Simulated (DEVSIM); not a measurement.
System: abrupt Si n-p junction, at 300 K.

```tsv
layer (left to right)	material	thickness (μm)	Nd (cm⁻³)	Na (cm⁻³)	τn (s)	τp (s)
1	Si	29.0	1.6e16	-	0.00088	0.00088
2	Si	140	-	3e14	0.00088	0.00088
```

Left contact: ohmic. Right contact: ohmic. Voltage is applied to the left contact. Recombination: SRH at mid-gap, Auger. Mobility is constant in doping.

This is a model device: material constants are rounded textbook-type values typed into the input, and sizes, dopings and lifetimes were drawn at random. Values at 300 K.

| parameter | Si |
|---|---|
| gap (eV) | 1.124 |
| affinity (eV) | 4.05 |
| permittivity | 11.7 |
| Nc (cm⁻³) | 2.86e19 |
| Nv (cm⁻³) | 3.1e19 |
| μn (cm²/Vs) | 1417 |
| μp (cm²/Vs) | 470 |
| Cn (cm⁶/s) | 2.8e-31 |
| Cp (cm⁶/s) | 9.9e-32 |

Simulated with DEVSIM: 1D drift-diffusion, Boltzmann statistics, complete ionisation; no tunnelling, impact ionisation, image-force lowering or self-heating.

Question: Tabulate band edges, carrier densities and field at 2.0 V on the left contact.

Answer: Energies count from the Fermi level of the right contact; mesh points crowd at the junctions.

| x (μm) | Ec (eV) | Ev (eV) | n (cm⁻³) | p (cm⁻³) | field (V/cm) |
|---|---|---|---|---|---|
| 0.000 | -1.806 | -2.930 | 1.6e16 | 7300 | ≈ 0 |
| 0.06100 | -1.806 | -2.930 | 1.6e16 | 7200 | ≈ 0 |
| 0.2768 | -1.806 | -2.930 | 1.6e16 | 7200 | ≈ 0 |
| 0.9975 | -1.806 | -2.930 | 1.6e16 | 7000 | ≈ 0 |
| 5.407 | -1.806 | -2.930 | 1.6e16 | 5900 | ≈ 0 |
| 17.65 | -1.806 | -2.930 | 1.6e16 | 2800 | ≈ 0 |
| 25.81 | -1.806 | -2.930 | 1.6e16 | 790 | ≈ 0 |
| 28.42 | -1.806 | -2.930 | 1.6e16 | 130 | ≈ 0 |
| 28.85 | -1.805 | -2.929 | 1.5e16 | < 1e2 | 380 |
| 28.98 | -1.764 | -2.888 | 3.1e15 | < 1e2 | 10000 |
| 29.02 | -1.710 | -2.833 | 3.8e14 | < 1e2 | 15000 |
| 29.18 | -1.457 | -2.581 | 2.2e10 | < 1e2 | 14000 |
| 29.72 | -0.754 | -1.878 | 120 | < 1e2 | 12000 |
| 31.60 | 0.684 | -0.440 | 200 | 1.3e12 | 3300 |
| 42.94 | 0.826 | -0.298 | 30000 | 3.0e14 | ≈ 0 |
| 78.46 | 0.826 | -0.298 | 130000 | 3.0e14 | ≈ 0 |
| 140.5 | 0.826 | -0.298 | 310000 | 3.0e14 | ≈ 0 |
| 160.6 | 0.826 | -0.298 | 360000 | 3.0e14 | ≈ 0 |
| 167.4 | 0.826 | -0.298 | 380000 | 3.0e14 | ≈ 0 |
| 168.6 | 0.826 | -0.298 | 390000 | 3.0e14 | ≈ 0 |
| 168.9 | 0.826 | -0.298 | 390000 | 3.0e14 | ≈ 0 |
| 169.0 | 0.826 | -0.298 | 390000 | 3.0e14 | ≈ 0 |
